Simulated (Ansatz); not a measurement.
**Y under a change: uniaxial strain ε_xx = −2.00 %**

Base system: Y in the hcp (Mg type) structure (space group P6_3/mmc, No. 194; a = 3.594 Å, c = 5.610 Å; relaxed with 0.1 eV smearing). Axes: x lies along a and z along c of the hexagonal cell.

Perturbation: the cell is compressed by 2.00 % along x with no lateral relaxation, atoms relaxed at fixed cell.

All numbers come from PBEsol/PAW in Ansatz (a first-principles code), no SOC. k-mesh 18×18×11 (Γ-centred); smearing 0.1 eV (Fermi–Dirac).

| quantity | base | changed | shift |
|---|---|---|---|
| space group | P6_3/mmc (No. 194) | Cmcm (No. 63) | – |
| shortest interatomic distance | 3.489 Å | 3.472 Å | -0.017 Å |
| energy relative to the base (free energy F) | 0 meV/atom | +3.1 meV/atom | +3.1 meV/atom |
| pressure (mean of the normal stresses, compression positive) | 0.0 GPa | 0.9 GPa | +0.9 GPa |
| band gap | zero | zero | – |
| largest internal atomic displacement | – | 0.014 Å | – |
| stress (xx, yy, zz, yz, xz, xy; compression positive) | – | (1.6, 0.5, 0.5, 0.0, 0.0, 0.0) GPa | – |

Cost of the whole job for the changed cell (relaxation, final SCF and bands): roughly 50 core-seconds.

No phonon test of stability was made. All final runs are without spin polarisation.
